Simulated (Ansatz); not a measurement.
System: cubic perovskite SrVO3. Method: PBE+U (Ansatz, a program for electronic structure, plane waves, PAW).

Settings: plane-wave cutoff 520 eV, 18×18×18 k mesh, Fermi–Dirac smearing 0.038 eV (set by the program), U_eff V 3.25 eV, no spin polarisation, scalar-relativistic PAW data made under PBE.

Computed at the level's own relaxed cell.

```
SrVO3
1.0
    3.86375     0.00000     0.00000
    0.00000     3.86375     0.00000
    0.00000     0.00000     3.86375
Sr V O
1 1 3
Cartesian
  0.00000   0.00000   0.00000
  1.93188   1.93188   1.93188
  1.93188   0.00000   1.93188
  0.00000   1.93188   1.93188
  1.93188   1.93188   0.00000
```

**Question.** Give the elastic tensor (Voigt notation, GPa, ions relaxed, in the Cartesian axes of the cell as printed).

**Answer.** 
```
  296.2   121.0   121.0     0.0     0.0     0.0
  121.0   296.2   121.0     0.0     0.0     0.0
  121.0   121.0   296.2     0.0     0.0     0.0
    0.0     0.0     0.0   108.5     0.0     0.0
    0.0     0.0     0.0     0.0   108.5     0.0
    0.0     0.0     0.0     0.0     0.0   108.5
```

The computed numbers hold no vibrational or temperature effects.
